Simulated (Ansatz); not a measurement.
Consider CrCuO$_{2}$ (space group R-3m, No. 166; a = 2.964 Å, c = 16.920 Å (hexagonal axes); ferromagnetic).

All numbers come from PBEsol (Ansatz, a first-principles code), no spin-orbit coupling.

One change was made to it. Results:

```csv
quantity,base,after
band gap,0.92 eV,0.86 eV
c/a ratio,5.709,5.737
volume per atom,10.73 Å³,10.59 Å³
magnetic state,ferromagnetic,ferromagnetic
width of the top valence band,1.92 eV,1.96 eV
```

Problem. Which change produced these results?
A) pressure 9 GPa
B) pressure 2.1 GPa
C) pressure 15 GPa
D) pressure 0.9 GPa
E) pressure −1 GPa

Solution. B, pressure 2.1 GPa. For comparison, the c/a ratio in the other runs: pressure 15 GPa gives 5.893; pressure −1 GPa gives 5.696; pressure 9 GPa gives 5.823; pressure 0.9 GPa gives 5.721.

Load acts through the strain it causes; cell and atoms are relaxed under it. No phonon test of stability was made. Competing high-pressure phases were not computed. No Hubbard U is applied and the magnetic state is the run's own (CrCuO2 ferromagnetic); small cells can't hold the antiferromagnetic order that many such compounds have, so gaps and moments can be off. Where the two band edges lie in opposite spin channels, the gap is a spin-flip gap.
